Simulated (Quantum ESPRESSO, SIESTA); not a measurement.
A Quantum ESPRESSO input for a self-consistent single point of KHF2 (I4/mcm, 8 atoms in the cell) (DFT, LDA (PZ), plane waves, GBRV 1.5 ultrasoft (LDA) pseudopotentials):

```fortran
&control
 calculation = 'scf'
 prefix = 'KHF2'
 outdir = './out'
 pseudo_dir = './'
 tprnfor = .true.
 tstress = .true.
/
&system
 ibrav = 7
 A = 5.4869320000
 C = 6.5715560000
 nat = 8
 ntyp = 3
 ecutwfc = 40
 ecutrho = 200
 occupations = 'smearing'
 smearing = 'fd'
 degauss = 0.0036749
/
&electrons
 conv_thr = 1.0d-9
/
ATOMIC_SPECIES
K     39.0983  k_lda_v1.4.uspp.F.UPF
H      1.0080  h_lda_v1.4.uspp.F.UPF
F     18.9984  f_lda_v1.4.uspp.F.UPF
ATOMIC_POSITIONS crystal
K     0.0000000000    0.7500000000    0.7500000000
K     0.0000000000    0.2500000000    0.2500000000
H    -0.5000000000    0.0000000000    0.5000000000
H    -0.5000000000    0.5000000000    0.0000000000
F    -0.2118800000    0.8559400000    0.3559400000
F    -0.7881200000    0.1440600000    0.6440600000
F    -0.5000000000    0.6440600000    0.8559400000
F    -0.5000000000    0.3559400000    0.1440600000
K_POINTS automatic
7 7 7  0 0 0
```

Q: Write the same calculation as an input for SIESTA.

A: This is the input that was run; spellings and numerical settings could be chosen otherwise.

```
# files in the folder: K.psml H.psml F.psml (PseudoDojo LDA standard)
SystemName  KHF2
SystemLabel KHF2

NumberOfAtoms                8
NumberOfSpecies              3
%block ChemicalSpeciesLabel
  1 19 K
  2 1 H
  3 9 F
%endblock ChemicalSpeciesLabel
LatticeConstant              1.0 Ang
%block LatticeVectors
    -2.743466000    2.743466000    3.285778000
     2.743466000   -2.743466000    3.285778000
     2.743466000    2.743466000   -3.285778000
%endblock LatticeVectors
AtomicCoordinatesFormat      Ang
%block AtomicCoordinatesAndAtomicSpecies
    -0.000000000    0.000000000    4.928667000  1
     0.000000000    0.000000000    1.642889000  1
     0.000000000    2.743466000    0.000000000  2
     2.743466000    0.000000000    0.000000000  2
     1.953018576   -0.790447424    3.285778000  3
     0.790447424    3.533913424   -0.000000000  3
     0.790447424    1.953018576    3.285778000  3
     1.953018576    0.790447424    0.000000000  3
%endblock AtomicCoordinatesAndAtomicSpecies

XC.functional                LDA
XC.authors                   PW92
PAO.BasisSize                DZP
PAO.EnergyShift              0.01 Ry
MeshCutoff                   400 Ry
%block kgrid.MonkhorstPack
    7   0   0  0.0
    0   7   0  0.0
    0   0   7  0.0
%endblock kgrid.MonkhorstPack
OccupationFunction           FD
ElectronicTemperature        0.05 eV

MaxSCFIterations             150
SCF.Mixer.Method             Broyden
SCF.Mixer.Weight             0.1
SCF.Mixer.History            6
SCF.DM.Tolerance             1.0E-04
Diag.ParallelOverK           true
WriteForces                  true
Charge.Mulliken              end
```

Basis, cutoffs, solver keys and any potentials are the target program's own. This input uses DFT, LDA PW92, numerical atomic orbitals DZP, PseudoDojo LDA standard norm-conserving potentials (rewritten from UPF to PSML). LDA parametrisations can differ slightly between programs.

The starting cell comes from a database of computed structures (which also holds hypothetical and non-ambient phases and stackings), without a prior relaxation at this level. For this run, on top of that: lattice scaled by 0.98.
